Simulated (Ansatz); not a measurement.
The starting structures come from a database of crystals and need not be the phases stable at ambient conditions.

# Evanescent states of NaCoO$_{2}$ (R-3m, not sure to be the ambient phase, 4 atoms a cell, 9.3 Å³ an atom) along the normal of (110)

All values below come from PBEsol (plane waves, PAW; Ansatz, a first-principles code).

No gap correction and no spin-orbit coupling; mid-gap values are interpolated between computed energies.

Energies count from the valence-band top; κ is the least over a 6×6 mesh across the current.

| E (eV) | κ (1/Å) | where |
|---|---|---|
| 0.03 | 0.136 | off Γ |
| 0.09 | 0.222 | off Γ |
| 0.15 | 0.277 | off Γ |
| 0.21 | [?] | off Γ |
| 0.27 | [?] | off Γ |
| 0.33 | [?] | off Γ |
| 0.39 | [?] | off Γ |
| 0.45 | [?] | off Γ |
| 0.51 | [?] | off Γ |
| 0.57 | [?] | off Γ |
| 0.63 | [?] | off Γ |
| 0.69 | 0.193 | off Γ |
| 0.75 | 0.164 | off Γ |
| 0.81 | 0.126 | off Γ |

**Question.** Fill in the missing entries.

**Answer.** 
- 0.21, κ (1/Å): 0.305
- 0.27, κ (1/Å): 0.299
- 0.33, κ (1/Å): 0.289
- 0.39, κ (1/Å): 0.278
- 0.45, κ (1/Å): 0.266
- 0.51, κ (1/Å): 0.252
- 0.57, κ (1/Å): 0.235
- 0.63, κ (1/Å): 0.216
